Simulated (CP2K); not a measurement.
A self-consistent single point of Na3Cd (Fm-3m, 4 atoms in the cell) with CP2K.

Method: PBEsol, GPW, DZVP-MOLOPT-SR-GTH basis, GTH-PBE potentials (GTH_POTENTIALS) (CP2K 2026.2).

```
CELL_PARAMETERS angstrom
      5.48183     0.00000     0.00000
      2.74092     4.74740     0.00000
      2.74092     1.58247     4.47590
ATOMIC_POSITIONS crystal
  Na 0.25000 0.25000 0.25000
  Na 0.75000 0.75000 0.75000
  Na 0.50000 0.50000 0.50000
  Cd 0.00000 0.00000 0.00000
```

Reference input (self-consistent single point, DFT LDA (Pade form), GPW, DZVP-MOLOPT-SR-GTH basis, GTH-PADE potentials (GTH_POTENTIALS)): CUTOFF = 950 Ry; REL_CUTOFF = 50 Ry; SMEAR/METHOD = FERMI_DIRAC; ELECTRONIC_TEMPERATURE = 1160.45 K; KPOINTS/SCHEME = MONKHORST-PACK 10 10 10; GAMMA_CENTERED = T; XC_FUNCTIONAL = PADE; Na/BASIS_SET = DZVP-MOLOPT-SR-GTH; Na/POTENTIAL = GTH-PADE-q9; Cd/BASIS_SET = DZVP-MOLOPT-SR-GTH; Cd/POTENTIAL = GTH-PADE-q12; METHOD = GPW. This run's input differs from it in these lines:

```diff
@@ -44,3 +44,6 @@
     &XC
-      &XC_FUNCTIONAL PADE
+      &XC_FUNCTIONAL
+        &PBE
+          PARAMETRIZATION PBESOL
+        &END PBE
       &END XC_FUNCTIONAL
@@ -77,3 +80,3 @@
       BASIS_SET DZVP-MOLOPT-SR-GTH
-      POTENTIAL GTH-PADE-q9
+      POTENTIAL GTH-PBE-q9
     &END KIND
@@ -81,3 +84,3 @@
       BASIS_SET DZVP-MOLOPT-SR-GTH
-      POTENTIAL GTH-PADE-q12
+      POTENTIAL GTH-PBE-q12
     &END KIND
```

Output, abridged:

```
 SCF WAVEFUNCTION OPTIMIZATION

  Step     Update method      Time    Convergence         Total energy    Change
     1 NoMix/Diag. 0.30E+00      -     0.80542949      -189.2512395819 -1.89E+02
     2 Broy./Diag. 0.30E+00      -     0.01670145      -188.6732681427  5.78E-01
     3 Broy./Diag. 0.30E+00      -     0.04243810      -189.1509673685 -4.78E-01
     4 Broy./Diag. 0.30E+00      -     0.00480095      -189.1838668487 -3.29E-02
     5 Broy./Diag. 0.30E+00      -     0.00459787      -189.0901907792  9.37E-02
     6 Broy./Diag. 0.30E+00      -     0.00239133      -189.0799105136  1.03E-02
   [... 7 lines left out ...]
    14 Broy./Diag. 0.30E+00      -     0.00000522      -189.0805963656  8.14E-06
    15 Broy./Diag. 0.30E+00      -     0.00000311      -189.0806036228 -7.26E-06
    16 Broy./Diag. 0.30E+00      -     0.00000123      -189.0805991606  4.46E-06
    17 Broy./Diag. 0.30E+00      -     0.00000035      -189.0805944515  4.71E-06
  *** SCF run converged in    17 steps ***

  Overlap energy of the core charge distribution:               0.00000000000000
  Self energy of the core charge distribution:               -454.68551437735090
  Core Hamiltonian energy:                                    126.76689555893201
  Hartree energy:                                             166.50463220895739
  Exchange-correlation energy:                                -27.66447405130668
  Electronic entropic energy:                                  -0.00213379075965
  Fermi energy:                                                 0.10493944692647

  Total energy:                                              -189.08059445151494
  Total energy (extrapolated to T->0):                       -189.07952755613510

   [... lines left out ...]

 STRESS| Analytical stress tensor [bar]
 STRESS|                        x                   y                   z
 STRESS|      x       -5.05889000915E+03   1.65688933405E+02   1.17159664859E+02
 STRESS|      y        1.65688933405E+02  -5.25020231933E+03   6.76202342824E+01
 STRESS|      z        1.17159664859E+02   6.76202342824E+01  -5.29796411197E+03
 STRESS| 1/3 Trace                                            -5.20235214682E+03
```

The run converged in 17 iterations. Against the reference run the pressure goes from -1.75 to -0.52 GPa.

The starting cell comes from a database of computed structures (which also holds hypothetical and non-ambient phases and stackings), without a prior relaxation at this level. Values carry the incompleteness of an atom-centred basis. The potentials were made for another functional than the one used.

Cost on one core of a shared machine: roughly 80 s.
